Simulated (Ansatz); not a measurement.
This concerns the energy of the reaction as written. Reaction: 16 C (graphite) + Li (bcc) → cell A. Negative: the products are lower in energy.

Cell A: a sheet of composition LiC16 built on C (graphite, P6₃/mmc) (0001), with 12 atoms on that crystal's sites, 17 atoms, hexagonal cell of 4.93 Å (21.0 Å²), symmetry P6/mmm within 0.02 Å, 3.7 Å thick under 15 Å of vacuum, in-plane vectors held at the crystal's; planes from bottom to top: C8 | Li | C8; foreign atoms: Li bound to 12 C at 2.34 Å; spin state with PBE: no moments, k-point mesh 7×7×1.
```xyz
17
Lattice="4.9299 0.0000 0.0000 -2.4650 4.2694 0.0000 0.0000 0.0000 19.0931" Properties=species:S:1:pos:R:3 pbc="T T T"
C      0.0000     1.4266     7.6893
C      1.2355     0.7133     7.6893
C     -1.2295     3.5561     7.6893
C      0.0000     2.8463     7.6983
C      2.4650     1.4231     7.6983
C      3.6945     0.7133     7.6893
C      1.2295     3.5561     7.6893
C      2.4650     2.8428     7.6893
Li     0.0000     0.0000     9.5466
C      0.0000     1.4266    11.4038
C      1.2355     0.7133    11.4038
C     -1.2295     3.5561    11.4038
C      0.0000     2.8463    11.3949
C      2.4650     1.4231    11.3949
C      3.6945     0.7133    11.4038
C      1.2295     3.5561    11.4038
C      2.4650     2.8428    11.4038
```

Reference: C (graphite, P6₃/mmc), 16 atoms in the cell, the relaxed perfect crystal repeated, atoms not moved again, k-point mesh 7×7×4 on the run's own vectors.

Reference: Li (bcc, Im-3m), 1 atom in the cell, k-point mesh 24×24×24 on the run's own vectors. Conventional cell: a = b = c = 3.322 Å, α = β = γ = 90.00°.

Computed with Ansatz (plane waves, PAW), its PAW set soft_1, cutoff 420 eV, 500 eV for r2SCAN. The structures are at rest with PBE+D3(BJ), within the held lattices; other levels are single points on them. Neutral cells; Fermi-Dirac smearing of at most 0.10 eV in the solids, energies taken to zero width. The lattices are those relaxed with PBE+D3(BJ) or held as stated, so at other levels the solids can be strained, which adds to the spread. A dispersion term (D3(BJ), or D4 for r2SCAN) was computed beside these levels and is taken off wherever the name lacks it. Nuclei at rest; no vibrational terms. The structures are the rest points that the relaxations reached, not proven lowest. Cell A has symmetry P6/mmm within 0.02 Å and got no random move, so less symmetric positions, which may lie lower, weren't tried.

**Question.** Give the value at the level PBE+D3(BJ).

**Answer.** 0.62 eV, for 16 C (graphite) + Li (bcc) → cell A.

**Question.** What do the other levels give, and how wide is the spread?

**Answer.** 
```json
[
 {"Method": "PBE", "value (eV)": "-0.27", "less PBE+D3(BJ)": "-0.89"},
 {"Method": "r2SCAN", "value (eV)": "-0.10", "less PBE+D3(BJ)": "-0.72"},
 {"Method": "r2SCAN+D4", "value (eV)": "0.35", "less PBE+D3(BJ)": "-0.27"}
]
```

The levels shown span 0.89 eV, from PBE (-0.27) to PBE+D3(BJ) (0.62). They disagree on the sign.

Ansatz is an electronic-structure program.
